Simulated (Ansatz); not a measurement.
Start from LiNbO₃ (space group R3c, No. 161).

```xyz
10
Lattice="2.5949 1.4982 4.6715 -2.5949 1.4982 4.6715 0.0000 -2.9964 4.6715" Properties=species:S:1:pos:R:3 pbc="T T T"
Li     0.0000     0.0000     3.9344
Li     0.0000     0.0000    10.9417
Nb     0.0000     0.0000    14.0075
Nb     0.0000     0.0000     7.0003
O     -0.6422    -1.4587     5.5444
O      1.5844     0.1732     5.5444
O     -0.9421     1.2855     5.5444
O     -1.6528    -0.2127     7.8802
O      0.6422     1.5377     7.8802
O      1.0106    -1.3250     7.8802
```

Cartesian axes are those of the cell as printed.

Calculations: Kohn–Sham DFT with the PBE functional, run in Ansatz (a first-principles code) with PAW and 420 eV plane waves, no spin-orbit coupling.

Now apply this change: uniaxial strain ε_zz = −2.25 %, all other strain components held at zero, atoms relaxed at fixed cell.

Problem. Predict the stress tensor and what it implies for the stiffness.

Solution. Stress of the strained cell less that of the base (GPa, compression positive):
```
   1.47    0.00    0.00
   0.00    1.47    0.00
   0.00    0.00    5.07
```

Then −Δσ_ii/ε with ε = -0.0225 gives secant stiffness values (nonlinear terms included at this strain): C33 ≈ 225 GPa, C13 ≈ 65 GPa and C23 ≈ 65 GPa.

No phonon test of stability was made.
